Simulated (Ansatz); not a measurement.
Consider IrO2 in the rutile structure (space group P4_2/mnm, No. 136).

```yaml
crystal:
  lattice:
    - [4.47181, 0.00000, 0.00000]
    - [0.00000, 4.47181, 0.00000]
    - [0.00000, 0.00000, 3.15362]
  atoms:
    - { symbol: Ir, position: [0.00000, 0.00000, 0.00000] }
    - { symbol: Ir, position: [0.50000, 0.50000, 0.50000] }
    - { symbol: O, position: [0.30879, 0.30879, 0.00000] }
    - { symbol: O, position: [0.80879, 0.19121, 0.50000] }
    - { symbol: O, position: [0.19121, 0.80879, 0.50000] }
    - { symbol: O, position: [0.69121, 0.69121, 0.00000] }
```

Cartesian axes are those of the cell as printed.

The values are results of DFT with PBEsol, PAW potentials and a 420 eV plane-wave cutoff in Ansatz (a first-principles code), no spin-orbit coupling, not measurements.

Before the change:

| Item | Result |
|---|---|
| Pressure | 0.0 GPa |
| Volume per atom | 10.51 Å³ |
| Band gap | zero |

One thing is altered: biaxial strain −1.43 %, plane normal [001], relaxed out of plane (Cartesian); in-plane vectors clamped, the third vector and the atoms free.

### Question
What happens to the pressure?

### Answer
The pressure (mean of the normal stresses, compression positive) goes from zero to 4.8 GPa.

### Question
How does this affect the volume per atom?

### Answer
The volume per atom drops by 0.205 Å³ to 10.31 Å³.

### Question
What does the calculation give for the band gap after the change?

### Answer
The band gap remains zero.

Whether these cells are dynamically stable was not tested. No Hubbard U is applied, and correlation can decide whether such a compound is a metal. The final runs are not spin-polarised.
